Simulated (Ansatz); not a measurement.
The starting structures come from a database of crystals and need not be the phases stable at ambient conditions.

 Where the default PAW files enter, the runs use the earlier of Ansatz's two default sets.

**Evanescent states of Mg(AlC)2 (P-3m1, not sure to be the ambient phase, 5 atoms a cell, 11.6 Å³ an atom, -3 GPa at this level) along the normal of (001)**

Calculation: r2SCAN (plane waves, PAW; Ansatz, a quantum-chemistry and plane-wave program).

No gap correction and no spin-orbit coupling; mid-gap values are interpolated between computed energies.

Energies count from the valence-band top; κ is the least over a 12×12 mesh across the current.

```json
[
 {"E (eV)": "0.06", "κ (1/Å)": "0.062", "where": "off Γ"},
 {"E (eV)": "0.17", "κ (1/Å)": "0.106", "where": "off Γ"},
 {"E (eV)": "0.28", "κ (1/Å)": "0.129", "where": "off Γ"},
 {"E (eV)": "0.39", "κ (1/Å)": "0.146", "where": "off Γ"},
 {"E (eV)": "0.49", "κ (1/Å)": "…", "where": "off Γ"},
 {"E (eV)": "0.60", "κ (1/Å)": "…", "where": "Γ"},
 {"E (eV)": "0.71", "κ (1/Å)": "…", "where": "Γ"},
 {"E (eV)": "0.82", "κ (1/Å)": "…", "where": "Γ"},
 {"E (eV)": "0.94", "κ (1/Å)": "…", "where": "Γ"},
 {"E (eV)": "1.04", "κ (1/Å)": "…", "where": "Γ"},
 {"E (eV)": "1.16", "κ (1/Å)": "…", "where": "Γ"},
 {"E (eV)": "1.26", "κ (1/Å)": "…", "where": "Γ"},
 {"E (eV)": "1.38", "κ (1/Å)": "…", "where": "Γ"},
 {"E (eV)": "1.49", "κ (1/Å)": "…", "where": "off Γ"},
 {"E (eV)": "1.59", "κ (1/Å)": "…", "where": "off Γ"},
 {"E (eV)": "1.71", "κ (1/Å)": "0.174", "where": "off Γ"},
 {"E (eV)": "1.81", "κ (1/Å)": "0.158", "where": "off Γ"},
 {"E (eV)": "1.93", "κ (1/Å)": "0.136", "where": "off Γ"},
 {"E (eV)": "2.04", "κ (1/Å)": "0.098", "where": "off Γ"}
]
```

Question: What belongs in the gaps?

Answer: 
- 0.49, κ (1/Å): 0.159
- 0.60, κ (1/Å): 0.168
- 0.71, κ (1/Å): 0.176
- 0.82, κ (1/Å): 0.183
- 0.94, κ (1/Å): 0.189
- 1.04, κ (1/Å): 0.194
- 1.16, κ (1/Å): 0.198
- 1.26, κ (1/Å): 0.202
- 1.38, κ (1/Å): 0.205
- 1.49, κ (1/Å): 0.198
- 1.59, κ (1/Å): 0.187
